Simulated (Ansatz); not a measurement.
**Response to strain in SnSe2**

Consider SnSe₂ in the CdI2 type structure (space group P-3m1, No. 164; a = 3.826 Å, c = 6.231 Å; layered, stacked along the Cartesian z axis). Axes: x lies along a and z along c of the hexagonal cell.

Strains are applied to the cell and any free atomic positions relax; under biaxial strain the out-of-plane vector relaxes too; under stress the whole cell relaxes.

Level of theory: r2SCAN+rVV10 (Ansatz, a quantum-chemistry and plane-wave program, PAW, spin-orbit coupling left out).

### Question
Only one of these has a direct gap. Which?
A. biaxial strain +1.53 %, plane normal [001], relaxed out of plane
B. biaxial strain +1.02 %, plane normal [001], relaxed out of plane
C. uniaxial stress, 0.5 GPa compression along z
D. biaxial strain +3.73 %, plane normal [001], relaxed out of plane
E. isotropic strain +5.02 %

### Answer
E, isotropic strain +5.02 %. Computed: biaxial strain +3.73 %, plane normal [001], relaxed out of plane: indirect, K–Γ (86 % along) → Γ; biaxial strain +1.53 %, plane normal [001], relaxed out of plane: indirect, K–Γ (79 % along) → k = (0, 0.400, -1/3) in the run's primitive reciprocal basis; uniaxial stress, 0.5 GPa compression along z: indirect, K–Γ (79 % along) → k = (0, 0.400, 1/3) in the run's primitive reciprocal basis; biaxial strain +1.02 %, plane normal [001], relaxed out of plane: indirect, K–Γ (79 % along) → L–M (33 % along); isotropic strain +5.02 %: direct at Γ

Stability under load was not tested beyond the relaxation.
